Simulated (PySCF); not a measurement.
PySCF 2.14.0, WB97X/def2-svp, df: Mo(O)(NMe)(OMe)(SH) (C[N]=[Mo](=[O])([SH])[O]C), 14 atoms. The geometry is a generated start, not checked to be a minimum at this level.

| Item | Result |
|---|---|
| task | energy |
| method | wb97x |
| basis | def2-svp |
| two-electron scheme | density fitting |
| mol.max_memory | 3000 MB |
| mf.max_cycle | 100 |
| mf.init_guess | minao (default) |
| mf.DIIS | CDIIS (default) |
| mf.conv_tol | 1e-09 (default) |
| mf.grids.level | 3 (default) |
| effective core potentials | those of the basis set, past Kr |
| basis functions | 154 |
| grid points | 180280 |

```xyz
14

Mo     0.4309     0.6675     0.6590
O      1.5705     1.8054     0.9824
N     -0.5209     0.9505    -0.7686
C     -1.0703     1.3881    -1.9941
H     -1.1379     0.5659    -2.7170
H     -2.0828     1.7708    -1.8244
H     -0.4699     2.1988    -2.4272
O      0.8849    -1.0168     0.8240
C      1.3768    -2.3123     0.8271
H      1.3376    -2.7266    -0.1916
H      2.4159    -2.3237     1.1866
H      0.7605    -2.9354     1.4899
S     -1.1943     1.0930     2.3346
H     -2.3011     0.8747     1.6194
```

Charge 0 and multiplicity 1 are set for this test and not shown to be the ground state.

One run each on 2 threads, 1 BLAS thread. Values of diis_space tried: 3, 5, 8 (default), 12, 20.

Q: Which value of diis_space needs the fewest Fock builds, and what happens away from it?

A: Fewest Fock builds, within one of each other: 8 (default) with 17, 12 with 16, 20 with 16. The count rises to 24 at 3. All converge to one solution.

```tsv
diis_space	Fock builds	end
3	24	same solution
5	21	same solution
8 (default)	17	same solution
12	16	same solution
20	16	same solution
```
